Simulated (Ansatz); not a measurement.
A self-consistent single point of CaSe (Fm-3m, 2 atoms in the cell) with Ansatz (a program for electronic structure).

Computed with PBE (plane waves, PAW; Ansatz).

```
CaSe
1.0
    0.00000     2.97480     2.97480
    2.97480     0.00000     2.97480
    2.97480     2.97480     0.00000
Ca Se
1 1
Direct
  0.00000   0.00000   0.00000
  0.50000   0.50000   0.50000
```

Reference input (self-consistent single point, DFT, PBE, plane waves, default PAW files): basis.ecutwfc = 30.9 Ry; kpoints.mp_grid.grid = 7 7 7; hamiltonian.xc = pbe; hamiltonian.pseudopotentials = {kind: paw} (the program's default PAW files); scf.occupations.method = fermi_dirac; scf.occupations.width = 0.0037 Ry. This run's input differs from it in these lines:

Ansatz 0.2 input:
```diff
@@ -9,3 +9,3 @@
 basis:
-  ecutwfc: 30.9 Ry
+  ecutwfc: 18.4 Ry
 kpoints:
```

The program printed (abridged):

```
SCF iter   1: F=—  HF=-7289.483550 eV  |F-HF|=—  |Δ(HF+E_count)|=         —  Δρ=5.71e-3  dr2=5.26e-3  ethr=1.77e-3  ⟨swp⟩=6.1  Hψ=1791  notcnv=0
all-band conjugate gradients solve this SCF's bands
preconditioner: auto → none
SCF iter   2: F=—  HF=-7289.438450 eV  |F-HF|=—  |Δ(HF+E_count)|=   4.51e-2  Δρ=3.01e-3  dr2=2.60e-3  ethr=2.02e-5  ⟨swp⟩=2.0  Hψ=840  notcnv=0
SCF iter   3: F=—  HF=-7289.435726 eV  |F-HF|=—  |Δ(HF+E_count)|=   2.72e-3  Δρ=1.11e-3  dr2=4.53e-4  ethr=1.00e-5  ⟨swp⟩=2.0  Hψ=600  notcnv=0
SCF iter   4: F=—  HF=-7289.435628 eV  |F-HF|=—  |Δ(HF+E_count)|=   9.71e-5  Δρ=3.13e-4  dr2=4.25e-5  ethr=1.74e-6  ⟨swp⟩=2.1  Hψ=597  notcnv=0
SCF iter   5: F=—  HF=-7289.435590 eV  |F-HF|=—  |Δ(HF+E_count)|=   3.88e-5  Δρ=7.67e-5  dr2=2.59e-6  ethr=1.63e-7  ⟨swp⟩=2.1  Hψ=498  notcnv=0
SCF iter   6: F=-7289.435589 eV  HF=-7289.435589 eV  |F-HF|=1.28e-9  |Δ(HF+E_count)|=   3.55e-7  Δρ=1.17e-5  dr2=4.32e-8  ethr=3.85e-10  ⟨swp⟩=3.0  Hψ=1111  notcnv=0
SCF 1 converged in 6 iterations: F = -7289.435589 eV  dr2 = 4.32e-8
Free energy (F): -7289.435589 eV
Internal energy: -7289.435589 eV  (E = F + TS)
E sigma→0 (E₀):  -7289.435589 eV
Fermi energy:    7.937008 eV
--- Forces (eV/Å), atoms counted from 1 ---
  atom   1  Ca    -0.00000000     0.00000000     0.00000000
  atom   2  Se     0.00000000    -0.00000000    -0.00000000
--- Stress (GPa, compression-positive) ---
        0.311458       0.000000       0.000000
       -0.000000       0.311458      -0.000000
        0.000000       0.000000       0.311458
  P = ⅓ Tr σ = 0.3115 GPa (3.115 kbar)
  The stress holds the Pulay correction. Without it, at fixed plane waves, as pw.x and ABINIT print it: P = -12.9191 GPa
```

The run converged in 6 iterations. Against the reference run the free energy rises by 284 meV/atom, the pressure goes from 0.21 to 0.31 GPa and the gap on the mesh goes from 2.134 to 2.173 eV.

The starting cell has typed, rounded lattice constants, without a prior relaxation at this level. Its lattice was rescaled by up to half a per cent. Ansatz's pressure includes its estimate of the finite-basis (Pulay) stress. Without the estimate this run gives -12.92 GPa. The cutoff lies below the one recommended for these files.
